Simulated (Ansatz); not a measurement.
Input:

```xyz
12
Lattice="4.9927 0.0000 0.0000 0.0000 4.9927 0.0000 0.0000 0.0000 6.9339" Properties=species:S:1:pos:R:3 pbc="T T T"
Si     1.5045     1.5045     3.4670
Si     0.9918     4.0008     5.2004
Si     3.4882     3.4882     0.0000
Si     4.0008     0.9918     1.7335
O      0.5314     1.1913     2.2196
O      1.3050     3.0277     3.9531
O      4.4613     3.8014     5.6866
O      3.6876     1.9650     0.4861
O      3.0277     1.3050     2.9808
O      3.8014     4.4613     1.2473
O      1.9650     3.6876     6.4478
O      1.1913     0.5314     4.7143
```

Space group of this cell: P4_12_12. The cell is taken as given.

Level of theory: r2SCAN (plane waves, PAW; Ansatz, a quantum-chemistry and plane-wave program).

The current runs along the normal of the first two printed vectors; no spin-orbit coupling. Scaled by the factor s: all lengths (ions clamped). The meshes follow the cell: 6×6×6 and 6×6 across at s = 0.98, 6×6×6 and 6×6 across at s = 1.00, 6×6×4 and 6×6 across at s = 1.02.

```json
[
 {"s": "0.98", "mean pressure (GPa)": "12.1", "band gap (eV)": "6.63"},
 {"s": "1.00", "mean pressure (GPa)": "0.1", "band gap (eV)": "6.34"},
 {"s": "1.02", "mean pressure (GPa)": "-9.2", "band gap (eV)": "?"}
]
```

Problem. Take the slope of the band gap against ln s from the two given rows, extrapolate to s = 1.02, and say what the run there gives.

Solution. Slope = (6.63 − 6.34) / ln 0.98 = -14.4 eV. The line gives 6.34 + (-14.4) × ln 1.02 = 6.06 eV. The run gives 5.99 eV, 0.07 eV under the line, 23 % of the predicted step.
